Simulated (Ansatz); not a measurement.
We consider NiTe2 (P-3m1, No. 164, 3 atoms in the cell; start mp-2578), described by r²SCAN (plane waves, PAW; Ansatz, a quantum-chemistry and plane-wave program).

Input file:

Ansatz 0.2 input:
```yaml
crystal:
  lattice:
    - [3.889073529, 0.0, 0.0]
    - [-1.9445367645, 3.3680364733, 0.0]
    - [0.0, 0.0, 5.4538225037]
  atoms:
    - { symbol: Ni, position: [0.0, 0.0, 0.0] }
    - { symbol: Te, position: [0.3333333333, 0.6666666667, 0.2399687843] }
    - { symbol: Te, position: [0.6666666667, 0.3333333333, 0.7600312157] }
basis:
  ecutwfc: 560
  ecutrho_ratio: 4
  xc_grid: 3
kpoints:
  mp_grid: { grid: [18, 18, 10] }
hamiltonian:
  xc: r2scan
  dispersion: none
  pseudopotentials: { azcp: { folder: ./paw }, kind: paw }
scf:
  occupations: { method: fermi_dirac, width: 0.05 }
output:
  forces: true
  stress: true
  eigenvalues: true
relax:
  f_tol: 0.004
  escape_saddle: false
  max_steps: 80
  cell: { stress_tol: 0.02, fix: [volume] }
```

From the output:

```
Relaxation: its limit of steps is 80 (relax.max_steps)
Crystal: 3 atoms, lattice volume = 71.437 Å³
Basis set: ecut = 560 eV, 2151 PW (Γ), exchange–correlation on 96×96×135 points (27 copies of the dense FFT grid, shifted against one another)
Bands: 30, of which v1, the nominal top of the filled ones, is band 25 counted from 1 (24 counted from 0)
Symmetry: 12 space group operations
Space group: P-3m1 (ITA 164), of the structure as read, at distance tolerance 4.1e-5 Å
k-points: 330 of 3240
Initial density: superposition of atomic densities (chi_scale 0.1, normalization cell, long waves kept (reshape's long-wave potential 0.01 eV rms))
Functional: x = r2scan, c = r2scan; τ floored in thin density (d = 2e-4 eV/Å³)
SCF iter   1: F=—  HF=-19840.002281 eV  |F-HF|=—  |Δ(HF+E_count)|=         —  Δρ=2.02e-1  dr2=2.88e1  dr2_τ=1.92e-1
SCF iter   2: F=—  HF=-19839.284181 eV  |F-HF|=—  |Δ(HF+E_count)|=   7.18e-1  Δρ=2.82e-1  dr2=3.28e1  dr2_τ=1.35e-1
  ...
SCF 1 converged in 15 iterations: F = -19835.777675 eV  dr2 = 4.70e-8
Crystal: 3 atoms, lattice volume = 71.437 Å³
Initial density: handed on by an earlier stage of this run
SCF 2 converged in 7 iterations: F = -19835.777621 eV  dr2 = 2.08e-9
Crystal: 3 atoms, lattice volume = 71.437 Å³
SCF 3 converged in 11 iterations: F = -19835.781156 eV  dr2 = 3.25e-14
Crystal: 3 atoms, lattice volume = 71.437 Å³
Basis set: ecut = 560 eV, 2139 PW (Γ), exchange–correlation on 96×96×135 points (27 copies of the dense FFT grid, shifted against one another)
SCF 4 converged in 5 iterations: F = -19835.781760 eV  dr2 = 7.69e-8
Crystal: 3 atoms, lattice volume = 71.437 Å³
SCF 5 converged in 4 iterations: F = -19835.781803 eV  dr2 = 1.37e-8
Crystal: 3 atoms, lattice volume = 71.437 Å³
Basis set: ecut = 560 eV, 2139 PW (Γ), exchange–correlation on 90×90×135 points (27 copies of the dense FFT grid, shifted against one another)
SCF iter   5: F=—  HF=-19835.781803 eV  |F-HF|=—  |Δ(HF+E_count)|=  5.82e-11  Δρ=1.16e-7  dr2=8.63e-12  dr2_τ=1.17e-12
SCF iter   6: F=-19835.781803 eV  HF=-19835.781803 eV  |F-HF|=0.00e0  |Δ(HF+E_count)|=  7.28e-12  Δρ=9.58e-8  dr2=4.32e-12  dr2_τ=5.15e-14
SCF 6 converged in 6 iterations: F = -19835.781803 eV  dr2 = 4.32e-12
SCF converged after 6 iterations
Free energy (F): -19835.781803 eV
Internal energy: -19835.768793 eV  (E = F + TS)
E sigma→0 (E₀):  -19835.775298 eV
Fermi energy:    11.457046 eV
--- Forces (eV/Å), atoms counted from 1 ---
  atom   1  Ni    -0.00000000     0.00000000     0.00000000
  atom   2  Te    -0.00000000     0.00000000     0.00202321
  atom   3  Te     0.00000000    -0.00000000    -0.00202321
--- Stress (GPa, compression-positive) ---
       -0.572011      -0.000000      -0.000000
       -0.000000      -0.572011      -0.000000
       -0.000000      -0.000000      -0.557314
  P = ⅓ Tr σ = -0.5671 GPa (-5.671 kbar)
```

The cell is one volume of an energy–volume scan, off the minimum.

The PAW data were made under PBE.

Note: the relaxation could not lower the start's symmetry, so the cell can be a saddle point above a distorted one. Note: the cell has widely spaced layers and the level no dispersion term, so their spacing and the moduli can rest on weak binding.

Cost on a shared machine: around 17 core-minutes (rough).

A start named mp-… is a Materials Project structure, which need not be a measured phase.
